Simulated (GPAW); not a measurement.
## A self-consistent single point of In3Ga (Fm-3m, 4 atoms in the cell) with GPAW

Computed with PBEsol, GPAW PAW datasets PBEsol (made by gpaw-setup) (plane waves; GPAW).

This input was run:

```python
from ase import Atoms
from ase.units import GPa
from gpaw import GPAW

atoms = Atoms(['In', 'In', 'In', 'Ga'],
              cell=[[0.000000, 3.665640, 3.665640],
                    [3.665640, 0.000000, 3.665640],
                    [3.665640, 3.665640, 0.000000]],
              positions=[[1.832820, 1.832820, 1.832820],
                         [5.498460, 5.498460, 5.498460],
                         [3.665640, 3.665640, 3.665640],
                         [0.000000, 0.000000, 0.000000]],
              pbc=True)

calc = GPAW(mode={'name': 'pw', 'ecut': 550},
            xc='PBEsol',
            kpts={'size': (10, 10, 10), 'gamma': True},
            occupations={'name': 'methfessel-paxton', 'width': 0.1, 'order': 0},
            nbands=-10,
            convergence={'density': 1e-05, 'energy': 1e-05},
            symmetry={'symmorphic': False, 'tolerance': 0.0005},
            maxiter=150)

atoms.calc = calc

energy = atoms.get_potential_energy()
print('Energy (eV):', round(energy, 6))
forces = atoms.get_forces()
print('Forces (eV/Ang):')
print(forces.round(5))
stress = atoms.get_stress()
print('Stress (GPa, Voigt):', (stress / GPa).round(4))
```

Log, with long lists cut:

```
Input parameters:
  convergence: {density: 1e-05,
                energy: 1e-05}
  kpts: {gamma: True,
         size: (10, 10, 10)}
  maxiter: 150
  mode: {ecut: 550,
         name: pw}
  nbands: -10
  occupations: {name: methfessel-paxton,
                order: 0,
                width: 0.1}
  symmetry: {symmorphic: False,
             tolerance: 0.0005}
  xc: PBEsol

species:
  In:
    name: Indium
    Z: 49.0
    valence: 13
    core: 36
    charge: 0.0
    file: In.PBEsol.gz

    # Using partial waves for In as LCAO basis

  Ga:
    name: Gallium
    Z: 31.0
    valence: 3
    core: 28
    charge: 0.0
    file: Ga.PBEsol.gz

    # Using partial waves for Ga as LCAO basis

Reference energy: -532552.263062  # eV

Spin-paired calculation

Convergence criteria:
 Maximum [total energy] change in last 3 cyles: 1e-05 eV / valence electron
 Maximum integral of absolute [dens]ity change: 1e-05 electrons / valence electron
 Maximum integral of absolute [eigenst]ate change: 4e-08 eV^2 / valence electron
 Maximum number of scf [iter]ations: 150

Symmetries present (total): 48
Symmetries with fractional translations: 0
1000 k-points: 10 x 10 x 10 Monkhorst-Pack grid + [1/20,1/20,1/20]
47 k-points in the irreducible part of the Brillouin zone
       k-points in crystal coordinates                weights
   0:     0.00000000    0.00000000    0.00000000          1/1000
   1:     0.10000000    0.10000000    0.00000000          6/1000
   2:     0.10000000    0.10000000    0.10000000          8/1000
   [... 7 lines left out ...]
          ...
  46:     0.50000000    0.50000000    0.50000000          4/1000

Wave functions: Plane wave expansion
  Cutoff energy: 550.000 eV
  Number of coefficients (min, max): 2842, 2901
  Pulay-stress correction: 0.000000 eV/Ang^3 (de/decut=0.000000)

Occupation numbers: Methfessel-Paxton:
  width: 0.1000  # eV
  order: 0

Eigensolver

Densities:
  Coarse grid: 30*30*30 grid
  Fine grid: 60*60*60 grid
  Total Charge: 0.000000

Density mixing:
  Method: separate
  Backend: pulay
  Linear mixing parameter: 0.05
  old densities: 5
  Damping of long wavelength oscillations: 50

Hamiltonian:
  XC and Coulomb potentials evaluated on a 60*60*60 grid
  External potential:
    NoExternalPotential

XC parameters: PBEsol with 2 nearest neighbor stencil

Number of atoms: 4
Number of atomic orbitals: 31
Number of bands in calculation: 31
Number of valence electrons: 42
Bands to converge: occupied

Density initialized from atomic densities
  31 bands from LCAO basis set

Atomic positions and initial magnetic moments

Positions:
   0 In     1.832820    1.832820    1.832820    ( 0.0000,  0.0000,  0.0000)
   1 In     5.498460    5.498460    5.498460    ( 0.0000,  0.0000,  0.0000)
   2 In     3.665640    3.665640    3.665640    ( 0.0000,  0.0000,  0.0000)
   3 Ga     0.000000    0.000000    0.000000    ( 0.0000,  0.0000,  0.0000)

Unit cell:
           periodic     x           y           z      points  spacing
  1. axis:    yes    0.000000    3.665640    3.665640    30     0.1411
  2. axis:    yes    3.665640    0.000000    3.665640    30     0.1411
  3. axis:    yes    3.665640    3.665640    0.000000    30     0.1411

  Lengths:   5.183998   5.183998   5.183998
  Angles:   60.000000  60.000000  60.000000

Effective grid spacing dv^(1/3) = 0.1539

     iter     time        total  log10-change:
                         energy   eigst   dens
iter:   1 --:--:--   -12.897289
iter:   2 --:--:--   -12.885616   -1.99  -1.51
iter:   3 --:--:--   -12.799953   -1.93  -1.53
iter:   4 --:--:--   -12.816378   -3.15  -2.20
iter:   5 --:--:--   -12.769436   -3.16  -2.27
iter:   6 --:--:--   -12.770342   -4.80  -2.80
iter:   7 --:--:--   -12.767483   -4.07  -2.85
iter:   8 --:--:--   -12.767499   -5.20  -3.45
iter:   9 --:--:--   -12.767474c  -6.37  -3.51
iter:  10 --:--:--   -12.767501c  -5.53  -3.43
iter:  11 --:--:--   -12.767505c  -6.46  -3.73
iter:  12 --:--:--   -12.767493c  -6.49  -3.82
iter:  13 --:--:--   -12.767493c  -7.92c -4.22
iter:  14 --:--:--   -12.767489c  -6.77  -4.22
iter:  15 --:--:--   -12.767488c  -8.45c -4.69
iter:  16 --:--:--   -12.767488c  -7.98c -4.76
iter:  17 --:--:--   -12.767488c  -8.73c -5.00c

Converged after 17 iterations.

Dipole moment: (-0.000000, -0.000000, -0.000000) |e|*Ang

Energy contributions relative to reference atoms: (reference = -532552.263062)

Kinetic:        +35.849025
Potential:      -32.271651
External:        +0.000000
XC:             -16.832416
Entropy (-ST):   -0.012628
Local:           +0.493868
SIC:             +0.000000
--------------------------
Free energy:    -12.773802
Extrapolated:   -12.767488

Showing only first 2 kpts
 Kpt  Band  Eigenvalues  Occupancy
  0    19      6.63894    0.02676
  0    20      6.63894    0.02676
  0    21      6.64164    0.02425
  0    22      6.64164    0.02425

  1    19      5.48135    2.00000
  1    20      6.13399    2.00000
  1    21      7.10951    0.00000
  1    22      7.29480    0.00000

Fermi level: 6.48232

No gap
No difference between direct/indirect transitions
Energy (eV): -12.767488

Forces in eV/Ang:
  0 In    0.00000   -0.00000    0.00000
  1 In   -0.00000    0.00000   -0.00000
  2 In    0.00000    0.00000   -0.00000
  3 Ga   -0.00000   -0.00000    0.00000

Stress tensor:
     0.010161    -0.000000    -0.000000
    -0.000000     0.010161    -0.000000
    -0.000000    -0.000000     0.010161
Stress (GPa, Voigt): [ 1.6279  1.6279  1.6279 -0.     -0.     -0.    ]
```

The run converged in 17 iterations. GPAW prints stress with tension positive.

The starting cell comes from a database of computed structures (which also holds hypothetical and non-ambient phases and stackings), without a prior relaxation at this level.

Cost on one core of a shared machine: roughly 2 min.
